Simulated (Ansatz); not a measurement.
A self-consistent single point of a (101) slab of TiAl (cut from a parent of space group no. 221; 10 atoms in the cell) with Ansatz (an electronic-structure program).

Computed with PBEsol, default PAW files made with PBE (plane waves; Ansatz).

```
AlTi
1.0
    3.10435     0.00000     0.00000
    0.00000     4.39022     0.00000
    0.00000     0.00000    24.99180
Ti Al
5 5
Cartesian
  0.00000   3.29266   8.00000
  0.00000   1.09755  10.24799
  0.00000   3.29266  12.49590
  0.00000   1.09755  14.74381
  0.00000   3.29266  16.99180
  1.55218   1.09755   8.00000
  1.55218   3.29266  10.24799
  1.55218   1.09755  12.49590
  1.55218   3.29266  14.74381
  1.55218   1.09755  16.99180
```

Reference input (self-consistent single point, DFT, PBEsol, plane waves, default PAW files made with PBE): basis.ecutwfc = 420 eV; kpoints.mp_grid.grid = 10 7 1; hamiltonian.xc = pbesol; hamiltonian.pseudopotentials = {kind: paw} (the program's default PAW files); scf.occupations.method = fermi_dirac; scf.occupations.width = 0.1 eV. This run's input differs from it in these lines:

Ansatz 0.2 input:
```diff
@@ -24,3 +24,3 @@
 scf:
-  occupations: { method: fermi_dirac, width: 0.1 eV }
+  occupations: { method: methfessel_paxton, width: 0.3 eV }
 output:
```

The program printed (abridged):

```
SCF iter   1: F=—  HF=-14991.865401 eV  |F-HF|=—  |Δ(HF+E_count)|=         —  Δρ=6.09e-3  dr2=4.68e-1  ethr=1.77e-3  ⟨swp⟩=6.3  Hψ=5106  notcnv=0
all-band conjugate gradients solve this SCF's bands
preconditioner: auto → LDOS
SCF iter   2: F=—  HF=-14991.833423 eV  |F-HF|=—  |Δ(HF+E_count)|=   3.20e-2  S|Δr|=    0.00e0  Δρ=2.00e-3  dr2=9.71e-3  ethr=6.24e-4  ⟨swp⟩=1.4  Hψ=1376  notcnv=0
   [... lines left out ...]
SCF iter   6: F=—  HF=-14991.835498 eV  |F-HF|=—  |Δ(HF+E_count)|=   2.15e-6  S|Δr|=    0.00e0  Δρ=1.90e-5  dr2=1.84e-6  ethr=2.75e-8  ⟨swp⟩=2.0  Hψ=1776  notcnv=0
SCF iter   7: F=—  HF=-14991.835499 eV  |F-HF|=—  |Δ(HF+E_count)|=   5.96e-7  S|Δr|=    0.00e0  Δρ=5.57e-6  dr2=2.43e-7  ethr=2.46e-9  ⟨swp⟩=2.6  Hψ=2230  notcnv=0
SCF iter   8: F=-14991.835499 eV  HF=-14991.835499 eV  |F-HF|=5.40e-9  |Δ(HF+E_count)|=   7.91e-8  S|Δr|=    0.00e0  Δρ=1.30e-6  dr2=1.38e-8  ethr=1.33e-10  ⟨swp⟩=8.9  Hψ=4594  notcnv=0
SCF 1 converged in 8 iterations: F = -14991.835499 eV  dr2 = 1.38e-8
Stability not checked (fill_not_monotonic)
Free energy (F): -14991.835499 eV
Internal energy: -14991.836903 eV  (E = F + TS)
E sigma→0 (E₀):  -14991.835850 eV
Entropy (-TS):   0.001404 eV (0.140 meV/atom)
Fermi energy:    3.008069 eV
--- Forces (eV/Å), atoms counted from 1 ---
  atom   1  Ti    -0.00000000     0.00000000     0.09355296
  atom   2  Ti    -0.00000000    -0.00000000     0.23797401
  atom   3  Ti     0.00000000    -0.00000000     0.00000000
  atom   4  Ti     0.00000000     0.00000000    -0.23797401
   [... lines left out ...]
  atom  10  Al    -0.00000000     0.00000000     0.47102261
--- Stress (GPa, compression-positive) ---
        0.239814      -0.000000      -0.000000
       -0.000000       0.519381      -0.000000
       -0.000000      -0.000000       1.291613
  P = ⅓ Tr σ = 0.6836 GPa (6.836 kbar)
  The stress holds the Pulay correction. Without it, at fixed plane waves, as pw.x and ABINIT print it: P = 0.6691 GPa
```

The run converged in 8 iterations. Against the reference run the free energy rises by 18.1 meV/atom and the largest force goes from 0.455 to 0.471 eV/Å.

The starting cell comes from a database of computed structures (which also holds hypothetical and non-ambient phases and stackings), without a prior relaxation at this level. The slab is cut from that crystal, and its faces are unrelaxed. Its lattice was rescaled in the plane by a random factor within 2.5 % of one. Spin polarisation is off.

Cost on one core of a shared machine: roughly 30 s.
